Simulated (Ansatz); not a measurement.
Start from Mo5Si3 (space group I4/mcm, No. 140; a = 9.604 Å, c = 4.872 Å). Axes: x, y, z lie along a, b, c of the conventional cell.

All numbers come from DFT with PBEsol, PAW potentials and a 420 eV plane-wave cutoff in Ansatz (an electronic-structure program), without spin-orbit coupling.

Strains are applied to the cell and any free atomic positions relax; under biaxial strain the out-of-plane vector relaxes too.

One change was made to it. Results:

```tsv
quantity	base	after
energy relative to the base (free energy F)	0 meV/atom	+7.4 meV/atom
volume per atom	14.04 Å³	13.82 Å³
pressure (mean of the normal stresses, compression positive)	0.0 GPa	4.7 GPa
```

Name the change that was made.
A. biaxial strain −4.52 %, plane normal [001], relaxed out of plane
B. biaxial strain −1.24 %, plane normal [001], relaxed out of plane
C. isotropic strain +0.71 %
D. biaxial strain −0.45 %, plane normal [001], relaxed out of plane

B, biaxial strain −1.24 %, plane normal [001], relaxed out of plane. For comparison, the energy relative to the base in the other runs: biaxial strain −4.52 %, plane normal [001], relaxed out of plane gives +106 meV/atom; biaxial strain −0.45 %, plane normal [001], relaxed out of plane gives +1.0 meV/atom; isotropic strain +0.71 % gives +5.0 meV/atom.

A biaxial case was relaxed in a doubled cell and then solved in the primitive one. Without a gap, meshes like the base's 9×9×9 leave anisotropic stresses uncertain by several tenths of a GPa, and small strain energies with them. Whether these cells are dynamically stable was not tested. The final runs are not spin-polarised.
